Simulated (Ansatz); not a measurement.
Band structure of NaCd3 (Fm-3m, 4 atoms in the cell).

```xyz
4
Lattice="0.0000 3.5394 3.5394 3.5394 0.0000 3.5394 3.5394 3.5394 0.0000" Properties=species:S:1:pos:R:3 pbc="T T T"
Na     0.0000     0.0000     0.0000
Cd     1.7697     1.7697     1.7697
Cd     5.3091     5.3091     5.3091
Cd     3.5394     3.5394     3.5394
```

Method: LDA (PW92), PAW files made with PBE (plane waves; Ansatz, an electronic-structure program).

Settings: kpoints.mp_grid.grid = 8 8 8; hamiltonian.xc = lda; hamiltonian.pseudopotentials = {kind: paw} (the program's default PAW files); scf.occupations.method = fermi_dirac; scf.occupations.width = 0.1 eV; kpoints.band_path.npoints = 8.

The starting cell comes from a database of computed structures (which also holds hypothetical and non-ambient phases and stackings), without a prior relaxation at this level.

Levels in eV from the Fermi level, bands 32 to 39:
```csv
point,32,33,34,35,36,37,38,39
Γ,-7.74,1.13,2.01,2.01,2.01,3.07,3.07,3.07
X,-4.48,-4.16,-1.21,-1.15,-1.15,1.70,7.41,7.41
W,-3.88,-3.67,-3.67,-2.02,2.94,2.94,4.08,4.82
K,-4.23,-4.07,-3.20,-0.65,0.39,3.60,5.50,5.81
L,-5.35,-4.84,1.02,1.04,1.04,2.59,2.59,2.96
U,-4.23,-4.07,-3.20,-0.65,0.39,3.60,5.50,5.81
```

Bands cross the Fermi level along this path, so the cell is metallic at this level.

Keys are those of Ansatz 0.2.
